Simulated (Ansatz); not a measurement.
# A computed series for MoS2: pressure series

Base system: MoS₂ in the 2H-MoS2 type structure (space group P6_3/mmc, No. 194; layered, stacked along the Cartesian z axis).

```
CELL_PARAMETERS angstrom
      3.14944     0.00000     0.00000
     -1.57472     2.72750     0.00000
      0.00000     0.00000    12.09150
ATOMIC_POSITIONS crystal
  Mo 0.33333 0.66667 0.25000
  Mo 0.66667 0.33333 0.75000
  S  0.33333 0.66667 0.62050
  S  0.66667 0.33333 0.12050
  S  0.66667 0.33333 0.37950
  S  0.33333 0.66667 0.87950
```

Cell and atoms are relaxed at each pressure.

Calculations: Ansatz (a first-principles code), PBE-D3(BJ), PAW, cutoff 420 eV, scalar-relativistic without spin-orbit coupling, earlier PAW set.

Candidates:
(a) pressure 30 GPa
(b) pressure 7 GPa
(c) pressure 3 GPa

Base values:

- Band gap = 0.78 eV

**Question.** Order them by band gap, highest first.

**Answer.** (c) pressure 3 GPa (0.57 eV), (b) pressure 7 GPa (0.38 eV), (a) pressure 30 GPa (zero)

The mesh was chosen for an insulator and is coarse for the gapless case. Load acts through the strain it causes; cell and atoms are relaxed under it. Stability against distortions was not tested. Competing high-pressure phases were not computed. The final runs are not spin-polarised. A zero or small gap of MoS2 under pressure 30 GPa can be the functional's error rather than a property of the material.
